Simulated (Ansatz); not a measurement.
We consider CsGeCl₃ (R3m, No. 160; cell taken from a computed entry), described by HSE06 in Ansatz (plane waves, PAW).

Numerical settings: plane-wave cutoff 460 eV, 4×4×4 k mesh, Fermi–Dirac smearing 0.01 eV, scalar-relativistic PAW data made under PBE.

Cell (relaxed with PBEsol):

```xyz
5
Lattice="3.7427 2.1608 3.0775 -3.7427 2.1608 3.0775 0.0000 -4.3217 3.0775" Properties=species:S:1:pos:R:3 pbc="T T T"
Cs     0.0000     0.0000     9.1925
Ge     0.0000     0.0000     4.6965
Cl     0.0000    -2.0312     6.0061
Cl     1.7590     1.0156     6.0061
Cl    -1.7590     1.0156     6.0061
```

Question: What does this level give for the band gap and Γ–Γ gap?

Answer: 
* **band gap**: 2.08 eV (on the SCF k mesh)
* **Γ–Γ gap**: 7.59 eV

Note: cell and atoms aren't relaxed at this level (largest force component 0.18 eV/Å, pressure 1.4 GPa).

Spin–orbit coupling is not included.

Static lattice: no zero-point or thermal effects.

It cost around 3 core-minutes (rough) of CPU time.

Ansatz is an electronic-structure program.
